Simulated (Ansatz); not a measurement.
We consider PbSnS2 (Pmc2₁, No. 26, 8 atoms in the cell; start mp-1218951), described by PBEsol (Ansatz, a program for electronic structure, PAW).

Settings: plane-wave cutoff 520 eV, 8×8×4 k mesh (along the axes of the cell as run), Fermi–Dirac smearing 0.01 eV, scalar-relativistic PAW data made under PBE.

Cell (relaxed at this level):

```yaml
crystal:
  lattice:
    - [4.06283, 0.00000, 0.00000]
    - [0.00000, 4.22512, 0.00000]
    - [0.00000, 0.00000, 11.34923]
  atoms:
    - { symbol: Sn, position: [0.50000, 0.36920, 0.37499] }
    - { symbol: Sn, position: [0.50000, 0.63080, 0.87499] }
    - { symbol: Pb, position: [0.00000, 0.14593, 0.61433] }
    - { symbol: Pb, position: [0.00000, 0.85407, 0.11433] }
    - { symbol: S, position: [0.00000, 0.22223, 0.86006] }
    - { symbol: S, position: [0.00000, 0.77777, 0.36006] }
    - { symbol: S, position: [0.50000, 0.30246, 0.15063] }
    - { symbol: S, position: [0.50000, 0.69754, 0.65063] }
```

Q: Give the computed band gap, direct gap at Γ and bulk modulus.

A: 
band gap: 0.76 eV (on the SCF k mesh)
direct gap at Γ: 1.59 eV
bulk modulus: 39.5 GPa

Note: the relaxation could not lower the start's symmetry, so the cell can be a saddle point above a distorted one; the bulk modulus is −V dP/dV from two relaxed cells at ±2 % in volume.

Spin–orbit coupling is not included; with these elements it can move the gap by several tenths of an eV or more.

The computed numbers hold no vibrational or temperature effects.

Computing time: around 13 core-minutes (rough).

A start named mp-… is a Materials Project structure, which need not be a measured phase.
